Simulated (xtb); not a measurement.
xtb 6.7.1, GFN1-xTB: Ge(Me)3(Cl) anion ([CH3][Ge]([CH3])([CH3])[Cl]), charge -1, multiplicity 2, 14 atoms. The geometry is a generated start, not checked to be a minimum at this level.

| Quantity | Value |
|---|---|
| method | GFN1-xTB |
| --acc | 1 (default) |
| --etemp (K) | 300 (default) |
| detailed input (--input) | none: ANC optimiser, Lindh (1995) Hessian, microcycle=20, maxdispl=1.0, hlow=0.01 (default) |
| basis functions | 50 |
| valence electrons | 33 |

```xyz
14

C     -0.6325     1.7354    -0.5075
Ge     0.0736     0.1000     0.3890
C      1.8196    -0.4884    -0.3767
C     -1.2734    -1.3714     0.4111
Cl     0.4469     0.6332     2.4206
H     -0.9054     1.5187    -1.5366
H     -1.5122     2.1028     0.0123
H      0.1177     2.5213    -0.5064
H      2.3213    -1.1666     0.3121
H      1.6701    -1.0028    -1.3208
H      2.4667     0.3686    -0.5480
H     -1.7038    -1.5057    -0.5771
H     -2.0747    -1.1382     1.1093
H     -0.8139    -2.3071     0.7187
```

Charge -1 and multiplicity 2 are set for this test and not shown to be the ground state. GFN-xTB has no spin term: --uhf 1 sets the occupations alone.

The structure is relaxed from this start with --opt LEVEL for the levels crude, sloppy, loose, lax, normal, tight, vtight, extreme, once each. Up to the end of the extreme run atoms move by at most 1.1 Å along an axis.

**Question.** What is the loosest level that ends within 1 meV of the extreme run, and how many cycles does it take?

**Answer.** normal: 35 cycles against 43, ending 0.33 meV above.

```csv
level,cycles,energy above the extreme run (meV),gradient norm (eV/Å)
crude,8,34,0.22
sloppy,9,32,0.11
loose,10,31,0.088
lax,11,30,0.054
normal,35,0.33,0.034
tight,38,0.19,0.017
vtight,43,under 0.01,0.0026
extreme,43,—,0.0026
```
